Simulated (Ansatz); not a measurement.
Subject: the energy of the reaction as written. Reaction: 3 cell B → cell A. Negative: the products are lower in energy.

Cell A: a sheet of composition Cu3, 3 atoms, hexagonal cell of 4.74 Å (19.4 Å²), symmetry P6/mmm, 0.0 Å thick under 16 Å of vacuum, in-plane vectors relaxed; planes from bottom to top: Cu3, all atoms in one plane; a model cell; spin state with PBE: run without spin, k-point mesh 18×18×1.
```xyz
3
Lattice="4.7364 0.0000 0.0000 -2.3682 4.1018 0.0000 0.0000 0.0000 16.0000" Properties=species:S:1:pos:R:3 pbc="T T T"
Cu     2.3682     0.0000     8.0000
Cu    -1.1841     2.0509     8.0000
Cu     1.1841     2.0509     8.0000
```

Cell B: a sheet of composition Cu, 1 atom, hexagonal cell of 2.43 Å (5.1 Å²), symmetry P6/mmm, 0.0 Å thick under 16 Å of vacuum, in-plane vectors relaxed; planes from bottom to top: Cu; a model cell; spin state with PBE: run without spin, k-point mesh 30×30×1.
```xyz
1
Lattice="2.4287 0.0000 0.0000 -1.2143 2.1033 0.0000 0.0000 0.0000 16.0000" Properties=species:S:1:pos:R:3 pbc="T T T"
Cu     0.0000     0.0000     8.0000
```

Plane-wave PAW calculations with Ansatz (a quantum-chemistry and plane-wave program), its PAW set soft_1, cutoff 420 eV, 500 eV for r2SCAN. The structures are at rest with PBE; other levels are single points on them. Neutral cells; Fermi-Dirac smearing of at most 0.10 eV in the solids, energies taken to zero width. The lattices are those relaxed with PBE, so at other levels the solids can be strained, which adds to the spread. A dispersion term (D3(BJ), or D4 for r2SCAN) was computed beside these levels and is taken off wherever the name lacks it. Static lattices, no vibrational contributions. The cells' k-point meshes differ in density, so the last digit is unsettled. Cell A has symmetry P6/mmm and got no random move, so less symmetric positions, which may lie lower, weren't tried. Cell B has symmetry P6/mmm and got no random move, so less symmetric positions, which may lie lower, weren't tried.

Question: Predict the value from PBE.

Answer: 1.42 eV, for 3 cell B → cell A.

Question: How does the value move with the functional?

Answer: 
```tsv
Level	value (eV)	less PBE
r2SCAN	1.61	0.19
```

The levels span 0.19 eV, from PBE (1.42) to r2SCAN (1.61).
